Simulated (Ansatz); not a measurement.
The parent structure is Si in the diamond structure (space group Fd-3m, No. 227).

```
CELL_PARAMETERS angstrom
      0.00000     2.70105     2.70105
      2.70105     0.00000     2.70105
      2.70105     2.70105     0.00000
ATOMIC_POSITIONS crystal
  Si 0.00000 0.00000 0.00000
  Si 0.25000 0.25000 0.25000
```

Cartesian axes are those of the cell as printed.

Level of theory: LDA, PAW, 420 eV (Ansatz, a quantum-chemistry and plane-wave program; no spin-orbit coupling).

Strains are applied to the cell and any free atomic positions relax.

One change was made to it. Results:

```csv
quantity,base,after
smallest direct gap,2.53 eV,2.49 eV
"pressure (mean of the normal stresses, compression positive)",-0.01 GPa,-0.95 GPa
```

### Question
Which change produced these results?
(A) uniaxial strain ε_zz = −2.00 %
(B) uniaxial strain ε_zz = +2.00 %
(C) uniaxial strain ε_zz = +1.00 %

### Answer
C, uniaxial strain ε_zz = +1.00 %. For comparison, the pressure in the other runs: uniaxial strain ε_zz = +2.00 % gives -1.85 GPa; uniaxial strain ε_zz = −2.00 % gives 2.01 GPa.

Whether these cells are dynamically stable was not tested.
